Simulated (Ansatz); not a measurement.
Worked sum: formation energy of the neutral Zn_Cd in CdTe (zinc blende, F-43m)

Consider the formation energy of the neutral Zn_Cd in CdTe (zinc blende, F-43m). Reaction: Zn (hcp) + 32 CdTe (zinc blende) → cell A + Cd (hcp).

A: a supercell of 64 sites of CdTe (zinc blende, F-43m) with Zn on a Cd site (4 Te at 2.72 Å); spin state with PBE: run without spin.

Method: Ansatz (an electronic-structure program), PAW, neutral cells at 0 K with nuclei at rest, on structures from PBE. Ansatz runs with its default PAW set. Larger cells are relaxed from a start prepared with the learned potential CHGNet, on a coarser mesh till forces fall under 0.03 eV/Å, which some starts already meet. A dispersion term (D3(BJ), or D4 for r2SCAN) was computed beside these levels and is taken off wherever the name lacks it. Space groups of crystals are read within 0.01 Å. The runs are scalar-relativistic, without spin-orbit coupling. Mesh and cell size may move defect energies by 0.1 eV or more. The value holds for the reservoirs listed; other chemical potentials shift it. Cell A has symmetry P-43m within 0.02 Å and got no random move, so less symmetric positions, which may lie lower, weren't tried.

Total energies of the cells in eV, at zero smearing width. They compare only within one column; the weights balance every element.

```tsv
cell	atoms	weight	PBE
A: CdTe:Zn_Cd	64	+1	-482595.32682
Cd (hcp)	2	+1/2	-16508.90748
Zn (hcp)	2	−1/2	-6638.06094
CdTe (zinc blende)	64	−1	-487530.81991
```

PBE: (-482595.32682) + 1/2 × (-16508.90748) − 1/2 × (-6638.06094) − (-487530.81991) = 0.070 eV.
